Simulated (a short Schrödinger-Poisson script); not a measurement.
Structure: symmetric double-gate stack, Si3N4 on p-type Si(100), at 300 K.

```csv
layer,material,thickness (nm),Na (cm⁻³)
1,Si3N4,3.4,-
2,Si,14,5e15
3,Si3N4,3.4,-
```

The device is made up for the run: typed textbook-type constants, with dimensions and the other settings drawn at random. Si3N4: permittivity 7.5, conduction-band edge (eV) 1.95, gap (eV) 5.1, electron mass (mₑ) 0.5. Si: permittivity 11.7, conduction-band edge (eV) 0, gap (eV) 1.124, Nv at 300 K (cm⁻³) 3.1e19.

Channel valleys (confinement mass, in-plane density-of-states mass, number): Δ2 0.916, 0.19, 2; Δ4 0.19, 0.417, 4. At the gates, both at one voltage, the conduction-band edge of layer 1 lies 2.31 eV − eVg above the Fermi level of the channel. Gaps are held at their typed values at every temperature. Mesh 0.03 nm at interfaces.

Solved with a short Schrödinger-Poisson script written for these runs: 1D Poisson equation in equilibrium, electrons quantum, Hartree (BenDaniel-Duke, 12 states a valley, the channel's in-plane mass for all, wave functions free to enter the dielectric), parabolic valleys, classical holes, full ionisation, no traps, pinning or gate leakage.

The same stack at other levels of the model or other numerical settings:

```
run                                          sheet density of all electrons at Vg = 1.05 V (cm⁻²)  sheet density of all electrons at Vg = 0.45 V (cm⁻²)  capacitance of both gates at Vg = 1.05 V (μF/cm²)  gate voltage at 1e11 electrons/cm² (V)  rough cost against the base
-------------------------------------------  ----------------------------------------------------  ----------------------------------------------------  -------------------------------------------------  --------------------------------------  ---------------------------
base                                                                                      1.32e13                                               2.51e12                                               3.12                                    0.22                      about 1
electrons treated as classical, Boltzmann                                                 1.56e13                                               2.98e12                                               3.61                                    0.21                         0.02
electrons treated as classical, Fermi-Dirac                                               1.51e13                                               2.96e12                                               3.43                                    0.21                         0.07
mesh six times as coarse                                                                  1.32e13                                               2.50e12                                               3.11                                    0.22                          0.2
```

The classical rows ignore confinement, and Boltzmann statistics overrate the density once the band edge passes the Fermi level.
